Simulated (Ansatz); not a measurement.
Cell and atoms of amorphous Hf18O39Al2:

```xyz
59
Lattice="9.1044 0.0000 0.0000 0.0000 9.1044 0.0000 0.0000 0.0000 9.1044" Properties=species:S:1:pos:R:3 pbc="T T T"
Hf     2.1381     6.9550     4.3625
Hf     5.2759     5.9351     6.7335
Hf     8.9110     0.4663     3.6248
Hf     1.6811     6.7849     7.3908
Hf     0.3562     3.9511     5.5558
Hf     6.5402     0.7988     1.1393
Hf     7.6050     6.7733     0.4044
Hf     7.7076     6.2446     3.5976
Hf     1.2733     8.8050     0.6785
Hf     2.3294     3.1699     8.1509
Hf     8.7195     1.3230     7.0134
Hf     4.9445     4.3186     1.1619
Hf     6.4878     2.8052     4.3564
Hf     5.6896     2.6057     7.4937
Hf     1.9199     5.3889     1.5518
Hf     3.5256     4.1017     4.5273
Hf     3.6814     0.4106     5.9179
Hf     4.6766     7.4259     2.2891
O      6.0233     2.7190     0.4502
O      5.0284     8.0426     6.4765
O      6.6243     5.6588     8.2314
O      7.4042     2.8496     6.2956
O      5.0401     3.4681     3.0960
O      7.0926     1.0174     8.1741
O      5.6441     1.1248     5.3671
O      6.4244     8.0161     3.5061
O      8.3882     8.8870     1.4868
O      1.7015     4.8145     3.6807
O      3.8558     1.6928     7.4897
O      2.2205     7.3397     2.1564
O      6.7339     6.4786     5.4429
O      1.6782     5.1532     8.6328
O      8.0280     9.0975     5.5654
O      0.1795     7.5615     3.7879
O      6.0069     7.9981     0.6620
O      4.4394     4.1705     8.1312
O      3.2607     6.0434     6.0853
O      7.9057     4.2869     4.1145
O      2.9377     3.5431     1.1797
O      5.2539     4.0376     5.7152
O      0.3383     3.2676     7.4709
O      3.5844     8.5139     3.9643
O      1.2245     1.2771     8.4995
O      3.9250     6.0218     0.9454
O      7.3208     1.6095     2.9427
O      2.3606     3.6179     6.1398
O      3.3049     1.9749     4.4288
O      6.3488     5.8109     2.0395
O      1.5636     0.8421     2.4603
O      2.6595     7.9938     8.6183
O      8.9533     5.8453     1.6584
O      0.6045     5.9508     5.8057
O      0.3903     1.9306     4.9527
O      4.5561     0.5477     1.8736
O      0.0446     7.6322     8.4138
O      1.9424     8.4063     5.9353
O      3.9869     5.9495     3.6174
Al     3.2602     0.9557     3.0075
Al     6.3929     8.4166     5.3117
```

All values below come from PBE, scalar-relativistic without spin-orbit coupling (plane waves to 420 eV, PAW; Ansatz, a quantum-chemistry and plane-wave program).

A CHGNet melt-quench gave the starting glass, which DFT then relaxed. O atoms were pushed apart under 1.9 Å during the dynamics, to hinder bonds among them. The hot cell started wider than the set density and was brought back towards it in steps. It is the lowest in DFT energy of 2 quenches. It is a model cell: composition and starting density were chosen by hand, and all elements were melted together. No dispersion term was used. Its density started from a set value of 8.56 and ended at 8.56 g/cm³. The simulated quench (nominally 380 K/ps over its main leg) is rapid and tends to freeze in more defects than a deposited or slowly cooled glass has. One small periodic cell is one sample of the glass; other quenches scatter about these values. The volume was held where the preparation left it, at a PBE pressure of -1.1 GPa (tension). Stress components on the final sampling reach 2.0 GPa. On a 2×2×2 Γ-centred mesh force components of up to 0.13 eV/Å stay, since the relaxation ran on the zone centre alone.

Cut-offs for bonds: Hf-Hf 3.34 Å, Hf-O 2.68 Å, Hf-Al 3.00 Å, O-O 1.58 Å, O-Al 2.24 Å, Al-Al 2.66 Å. Two cations that share two anions don't count as bonded, nor two that share one unless they lie closer than Hf-Hf 3.25 Å, Hf-Al 2.92 Å, Al-Al 2.59 Å.

Give the coordination numbers, mean bond lengths and angles.


```json
{
  "Mean coordination of Hf by anions": "6.44 (12 with 6, 4 with 7, 2 with 8)",
  "Mean coordination of O": "3.21 (2 with 2, 27 with 3, 10 with 4)",
  "Mean coordination of Al by anions": "4.50 (1 with 4, 1 with 5)",
  "Mean Hf-O bond": "2.158 Å (spread 0.118 Å, 116 counted)",
  "Mean O-Al bond": "1.840 Å (spread 0.075 Å, 9 counted)",
  "Bond angle at Hf": "mean 102.2°, spread 29.3°",
  "Bond angle at O": "mean 112.4°, spread 17.7°",
  "Bond angle at Al": "mean 107.3°, spread 22.0°"
}
```

List the pairs of like atoms that count as bonded by the rules above.

There are none by these rules.
